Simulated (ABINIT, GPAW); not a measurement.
An ABINIT input for a self-consistent single point of Zr2Al3Zn (R-3m, 6 atoms in the cell) (DFT, PBEsol, plane waves, PAW (JTH v2.0 PBE PAW, files made for PBE)):

```
# Zr2Al3Zn, JTH v2.0 PBE PAW
pp_dirpath "./"
pseudos "Zr.GGA_PBE-JTH.xml, Al.GGA_PBE-JTH.xml, Zn.GGA_PBE-JTH.xml"
acell 3*1.0
rprim
         5.0379347115    2.9086529618    8.0650581924
        -5.0379347115    2.9086529618    8.0650581924
         0.0000000000   -5.8173059237    8.0650581924
natom 6
ntypat 3
znucl 40 13 30
typat 1 1 2 2 2 3
xred
         0.6245130000    0.6245130000    0.6245130000
         0.3754870000    0.3754870000    0.3754870000
         0.0000000000    0.5000000000    0.0000000000
         0.0000000000    0.0000000000    0.5000000000
         0.5000000000    0.0000000000    0.0000000000
         0.0000000000    0.0000000000    0.0000000000
ecut 30
pawecutdg 60
pawxcdev 0
ixc -116133
occopt 7
tsmear 0.00499791
nband 30
kptopt 1
ngkpt 7 7 7
nshiftk 1
shiftk 0 0 0
nstep 60
tolvrs 1.0e-11
prtwf 0
prtden 0
enunit 1
```

Q: Give the GPAW input for the same structure, mesh, smearing and functional.

A: One input that does it (others would too):

```python
from ase import Atoms
from ase.units import GPa
from gpaw import GPAW, PW

atoms = Atoms(['Zr', 'Zr', 'Al', 'Al', 'Al', 'Zn'],
              cell=[[2.665960, 1.539193, 4.267845],
                    [-2.665960, 1.539193, 4.267845],
                    [0.000000, -3.078386, 4.267845]],
              scaled_positions=[[0.624513, 0.624513, 0.624513],
                                [0.375487, 0.375487, 0.375487],
                                [0.000000, 0.500000, 0.000000],
                                [0.000000, 0.000000, 0.500000],
                                [0.500000, 0.000000, 0.000000],
                                [0.000000, 0.000000, 0.000000]],
              pbc=True)

calc = GPAW(mode=PW(850),
            xc='PBEsol',
            kpts=(7, 7, 7),
            occupations={'name': 'methfessel-paxton', 'width': 0.136, 'order': 0},
            nbands=-10,
            convergence={'density': 1e-05},
            symmetry={'symmorphic': False, 'tolerance': 0.0005},
            maxiter=150)

atoms.calc = calc

energy = atoms.get_potential_energy()
print('Energy (eV):', round(energy, 6))
forces = atoms.get_forces()
print('Forces (eV/Ang):')
print(forces.round(5))
stress = atoms.get_stress()
print('Stress (GPa, Voigt):', (stress / GPa).round(4))
```

Basis, cutoffs, solver keys and any potentials are the target program's own. This input uses DFT PBEsol, plane waves, GPAW PAW datasets PBEsol (made by gpaw-setup).

The starting cell comes from a database of computed structures (which also holds hypothetical and non-ambient phases and stackings), without a prior relaxation at this level. Its lattice was rescaled by a random factor within 2.5 % of one.
